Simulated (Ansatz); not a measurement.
We consider InGaZnO4 (R3m, No. 160, 7 atoms in the cell; start mp-1215688), described by PBEsol+SOC in Ansatz (PAW).

Numerical settings: plane-wave cutoff 520 eV, 12×12×12 k mesh, Fermi–Dirac smearing 0.01 eV, PAW data made under PBE.

Cell (relaxed with PBEsol):

```cif
data_Ga3In3O12Zn3
_chemical_formula_sum 'Zn3 In3 Ga3 O12'
_space_group_name_H-M_alt 'R3m :H'
_space_group_IT_number 160
_space_group_name_Hall 'R 3 -2"'
_cell_length_a 3.31460
_cell_length_b 3.31460
_cell_length_c 25.75041
_cell_angle_alpha 90.000
_cell_angle_beta 90.000
_cell_angle_gamma 120.000
loop_
_atom_site_label
_atom_site_type_symbol
_atom_site_symmetry_multiplicity
_atom_site_Wyckoff_symbol
_atom_site_fract_x
_atom_site_fract_y
_atom_site_fract_z
_atom_site_occupancy
Zn1 Zn 3 a 0.00000 0.00000 0.78131 1
In1 In 3 a 0.00000 0.00000 0.99706 1
Ga1 Ga 3 a 0.00000 0.00000 0.21286 1
O1 O 3 a 0.00000 0.00000 0.70491 1
O2 O 3 a 0.00000 0.00000 0.28876 1
O3 O 3 a 0.00000 0.00000 0.87883 1
O4 O 3 a 0.00000 0.00000 0.13627 1
```
(The calculation used a cell of 7 atoms; values per cell refer to that cell.)

### Question
Give the computed band gap.

### Answer

* **band gap**: 1.15 eV (direct)

Static lattice: no zero-point or thermal effects.

A start named mp-… is a Materials Project structure, which need not be a measured phase.

Ansatz is a program for electronic structure.
